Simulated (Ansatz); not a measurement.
Start from Al2O3 in the corundum structure (space group R-3c, No. 167).

```xyz
10
Lattice="2.4044 1.3882 4.3746 -2.4044 1.3882 4.3746 0.0000 -2.7764 4.3746" Properties=species:S:1:pos:R:3 pbc="T T T"
Al     0.0000     0.0000     8.5023
Al     0.0000     0.0000     1.9404
Al     0.0000     0.0000     4.6215
Al     0.0000     0.0000    11.1835
O      0.7362     1.5013     5.4683
O     -1.6682    -0.1131     5.4683
O     -0.7362    -1.5013     7.6556
O     -0.9321     1.3882     7.6556
O      1.6682     0.1131     7.6556
O      0.9321    -1.3882     5.4683
```

Cartesian axes are those of the cell as printed.

The values are results of Ansatz (a program for electronic structure) PBE, without spin-orbit coupling, not measurements.

Base values:

| Item | Value |
|---|---|
| Band gap | 5.85 eV |
| Pressure | 0.0 kbar |
| Electron mass | 0.38 mₑ along c, 0.36 mₑ across (at Γ) |
| Width of the top valence band | 0.60 eV |
| Valence-band top at Γ | 0.00, -0.03, -0.03 eV |

Now apply this change: biaxial strain +1.50 %, plane normal [001], relaxed out of plane (Cartesian); in-plane vectors clamped, the third vector and the atoms free.

**Question.** What happens to the band gap?

**Answer.** The band gap shrinks by 0.44 eV to 5.41 eV.

**Question.** What happens to the pressure?

**Answer.** The pressure (mean of the normal stresses, compression positive) goes from zero to -51.9 kbar.

**Question.** What happens to the electron mass?

**Answer.** The electron mass goes from 0.38 mₑ along c, 0.36 mₑ across (at Γ) to 0.38 mₑ out of plane, 0.35 mₑ in plane (at Γ).

**Question.** Predict the new width of the top valence band.

**Answer.** The width of the top valence band increases by 0.11 eV (0.60 eV → 0.71 eV).

**Question.** What does the calculation give for the valence-band top at Γ after the change?

**Answer.** The valence-band top at Γ (three highest levels, from the VBM) becomes 0.00, -0.21, -0.21 eV (base: 0.00, -0.03, -0.03 eV).

Masses are band curvatures over ±0.01 Å⁻¹ around the edge. Gaps are read on the SCF mesh and a high-symmetry path. Stability against distortions was not tested.
